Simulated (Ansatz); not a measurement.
Base system: ZrC in the rock salt structure (space group Fm-3m, No. 225; a = 4.669 Å; relaxed with 0.1 eV smearing). Axes: x, y, z lie along the cube axes.

The values are results of PBEsol in Ansatz (plane waves to 420 eV, PAW, spin-orbit coupling left out), not measurements.

Modification: uniaxial strain ε_zz = −2.00 %, all other strain components held at zero, atoms relaxed at fixed cell.

Q: How does this affect the energy relative to the base and stress?

A: The energy goes up by 8.5 meV/atom; the stress (xx, yy, zz, yz, xz, xy; compression positive) is (2.2, 2.2, 11.0, 0.0, 0.0, 0.0) GPa.

Stability against distortions was not tested. The final runs are not spin-polarised.

Ansatz is an electronic-structure program.
